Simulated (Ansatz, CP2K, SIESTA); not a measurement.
P (Cmce, 4 atoms in the cell) computed with different codes at matched settings

Relaxation of cell and atoms.

```xyz
4
Lattice="1.6476 -5.4645 0.0000 1.6476 5.4645 0.0000 0.0000 0.0000 4.5432" Properties=species:S:1:pos:R:3 pbc="T T T"
P      1.6476     1.0477     4.1397
P      1.6476    -1.0477     0.4035
P      1.6476     4.4168     1.8681
P      1.6476    -4.4168     2.6751
```

Shared settings, as Ansatz (an electronic-structure program) writes them: kpoints.mp_grid.grid = 8 8 6; scf.occupations.method = gaussian; scf.occupations.width = 0.136 eV. Potentials and cutoffs stand in the table.

| code | model | final volume (Å³/atom) | cutoff |
|---|---|---|---|
| Ansatz | PBE, default PAW files | 21.25 | default |
| CP2K | PBE, GPW, DZVP-MOLOPT-SR-GTH basis, GTH-PBE potentials (GTH_POTENTIALS) | 20.89 | grid 400 Ry |
| SIESTA | GGA PBE, numerical atomic orbitals TZP, PseudoDojo PBE standard norm-conserving potentials (rewritten from UPF to PSML) | 19.80 | grid 400 Ry |

The spread over the programs that give each value: final volume within 1.45 Å³/atom.

CP2K and SIESTA use small atom-centred bases, whose incompleteness enters pressures, forces and empty levels differently from a plane-wave cutoff. The programs treat the finite-basis stress differently while the cell relaxes: Ansatz adds an estimate of it.

The starting cell comes from a database of computed structures (which also holds hypothetical and non-ambient phases and stackings), without a prior relaxation at this level. Its lattice was rescaled by a random factor within 2.5 % of one.

Keys are those of Ansatz 0.2.
